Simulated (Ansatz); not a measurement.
Pd3GaN (model structure, started from the Ni3MgC type, Pm-3m, No. 221, 5 atoms in the cell)

Method: LDA (Ansatz, an electronic-structure program, plane waves, PAW).

Run with plane-wave cutoff 520 eV, 14×14×14 k mesh, Fermi–Dirac smearing 0.05 eV, scalar-relativistic PAW data made under PBE.

Cell (relaxed at this level):

```cif
data_GaNPd3
_chemical_formula_sum 'Ga1 Pd3 N1'
_space_group_name_H-M_alt 'Pm-3m'
_space_group_IT_number 221
_space_group_name_Hall '-P 4 2 3'
_cell_length_a 4.04952
_cell_length_b 4.04952
_cell_length_c 4.04952
_cell_angle_alpha 90.000
_cell_angle_beta 90.000
_cell_angle_gamma 90.000
loop_
_atom_site_label
_atom_site_type_symbol
_atom_site_symmetry_multiplicity
_atom_site_Wyckoff_symbol
_atom_site_fract_x
_atom_site_fract_y
_atom_site_fract_z
_atom_site_occupancy
Ga1 Ga 1 a 0.00000 0.00000 0.00000 1
Pd1 Pd 3 c 0.00000 0.50000 0.50000 1
N1 N 1 b 0.50000 0.50000 0.50000 1
```

```json
{
 "band_gap": "zero (no gap)",
 "bulk_modulus": "202 GPa"
}
```

Note: the bulk modulus is −V dP/dV from two relaxed cells at ±2 % in volume; the relaxation could raise the start's symmetry but not lower it, so the cell can be a saddle point.

Spin–orbit coupling is not included.

Static lattice: no zero-point or thermal effects.

It cost very roughly 3 core-minutes of CPU time.

A model structure was made by putting elements into a prototype or built by hand; it is no filed structure, need not be a known phase, and can be a saddle point held by its symmetry.
